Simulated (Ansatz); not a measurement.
BaTiO3, response to strain

Base system: BaTiO$_{3}$ in the cubic perovskite structure (space group Pm-3m, No. 221).

```xyz
5
Lattice="3.9346 0.0000 0.0000 0.0000 3.9346 0.0000 0.0000 0.0000 3.9346" Properties=species:S:1:pos:R:3 pbc="T T T"
Ba     0.0000     0.0000     0.0000
Ti     1.9673     1.9673     1.9673
O      1.9673     0.0000     1.9673
O      0.0000     1.9673     1.9673
O      1.9673     1.9673     0.0000
```

Cartesian axes are those of the cell as printed.

Strains are applied to the cell and any free atomic positions relax.

Calculations: LDA (Ansatz, a first-principles code, PAW, without spin-orbit coupling).

Notes on the quantities. energy relative to the base: free energy F; pressure: mean of the normal stresses, compression positive.

```csv
change,energy relative to the base,pressure,band gap,volume per atom,smallest direct gap
base,0 meV/atom,-0.01 GPa,1.83 eV,12.18 Å³,1.87 eV
uniaxial strain ε_zz = +0.60 %,+0.5 meV/atom,-1.15 GPa,1.80 eV,12.26 Å³,1.86 eV
uniaxial strain ε_zz = +1.20 %,+1.8 meV/atom,-2.24 GPa,1.78 eV,12.33 Å³,1.85 eV
uniaxial strain ε_zz = +1.80 %,+4.1 meV/atom,-3.28 GPa,1.75 eV,12.40 Å³,1.84 eV
uniaxial strain ε_zz = +2.40 %,+7.1 meV/atom,-4.26 GPa,1.72 eV,12.47 Å³,1.83 eV
uniaxial strain ε_zz = +3.00 %,+11 meV/atom,-5.20 GPa,1.70 eV,12.55 Å³,1.82 eV
```

Stability against distortions was not tested. All final runs are without spin polarisation. Many cubic perovskites are stable only at high temperature; tilts and polar distortions were not tested. This is not the structure that BaTiO3 has at room temperature and ambient pressure.
